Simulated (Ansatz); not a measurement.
An Ansatz (an electronic-structure program) run: Zr2TlC with a change (C → As); Ansatz PBEsol, no spin-orbit coupling.

Input:

Ansatz 0.2 input:
```yaml
crystal:
  lattice:
    - [3.6708995758, 0, 0]
    - [-1.8354497879, 3.1790922874, 0]
    - [0, 0, 15.0943198763]
  atoms:
    - { symbol: Zr, position: [0.3333333333, 0.6666666667, 0.601011125] }
    - { symbol: Zr, position: [0.6666666667, 0.3333333333, 0.398988875] }
    - { symbol: Zr, position: [0.6666666667, 0.3333333333, 0.101011125] }
    - { symbol: Zr, position: [0.3333333333, 0.6666666667, 0.898988875] }
    - { symbol: Tl, position: [0.3333333333, 0.6666666667, 0.25] }
    - { symbol: Tl, position: [0.6666666667, 0.3333333333, 0.75] }
    - { symbol: As, position: [0, 0, 0] }
    - { symbol: As, position: [0, 0, 0.5] }
basis: { ecutwfc: 420, ecutrho_ratio: 4, xc_grid: 2, fft_grid_basis: typed }
kpoints: { mp_grid: { grid: [15, 15, 3] } }
hamiltonian:
  xc: pbesol
  dispersion: none
  pseudopotentials: { kind: paw }
scf: { occupations: { method: fermi_dirac, width: 0.05 }, convergence: { dr2_threshold: 0.0000000008 } }
output: { forces: true, stress: true }
checkpoint: { write: state.ck, write_every: 1000 }
```

Output (explanatory and most iteration lines left out):

```
Pseudopotential: Zr, paw, valence charge 12
Pseudopotential: Tl, paw, valence charge 13
Pseudopotential: As, paw, valence charge 15
Crystal: 8 atoms, lattice volume = 176.153 Å³
Basis set: ecut = 420 eV, 3423 PW (Γ), exchange–correlation on 50×50×216 points (8 copies of the dense FFT grid, shifted against one another)
Bands: 60, of which v1, the nominal top of the filled ones, is band 52 counted from 1 (51 counted from 0)
Symmetry: 24 space group operations
Space group: P63/mmc (ITA 194), of the structure as read, at distance tolerance 5.6e-5 Å
k-points: 54 of 675
Functional: x = pbesol(κ = 0.804, μ = 0.12345679012345678), c = pbesol(β = 0.046)
SCF iter   1: F=—  HF=-48737.411577 eV  |F-HF|=—  |Δ(HF+E_count)|=         —  Δρ=4.11e-3  dr2=2.35e-2  ethr=1.77e-3  ⟨swp⟩=5.8  Hψ=12125  notcnv=0  defer=1
SCF iter   2: F=—  HF=-48737.407552 eV  |F-HF|=—  |Δ(HF+E_count)|=   4.03e-3  Δρ=2.44e-3  dr2=1.01e-2  ethr=2.26e-5  ⟨swp⟩=1.9  Hψ=4071  notcnv=0  defer=3
SCF 1 converged in 9 iterations: F = -48737.406287 eV  dr2 = 3.11e-10
SCF converged after 9 iterations
Free energy (F): -48737.406287 eV
Internal energy: -48737.381543 eV  (E = F + TS)
E sigma→0 (E₀):  -48737.393915 eV
Entropy (-TS):   -0.024744 eV (-3.093 meV/atom)
Fermi energy:    13.519069 eV
--- Forces (eV/Å), atoms counted from 1 ---
  atom   1  Zr    -0.00000000     0.00000000     0.00005598
  atom   2  Zr    -0.00000000    -0.00000000    -0.00005598
  atom   3  Zr     0.00000000    -0.00000000     0.00005598
  atom   4  Zr    -0.00000000     0.00000000    -0.00005598
  atom   5  Tl     0.00000000     0.00000000     0.00000000
  atom   6  Tl     0.00000000    -0.00000000     0.00000000
  atom   7  As     0.00000000     0.00000000     0.00000000
  atom   8  As    -0.00000000     0.00000000    -0.00000000
--- Stress (GPa, compression-positive) ---
        0.001717       0.000000       0.000000
       -0.000000       0.001717       0.000000
        0.000000       0.000000       0.001610
  P = ⅓ Tr σ = 0.0017 GPa (0.017 kbar)
```

Stability against distortions was not tested. All final runs are without spin polarisation. The cell was made from Zr2TlC by this change: C → As; the result is a hypothetical phase, not in the database extracts checked.
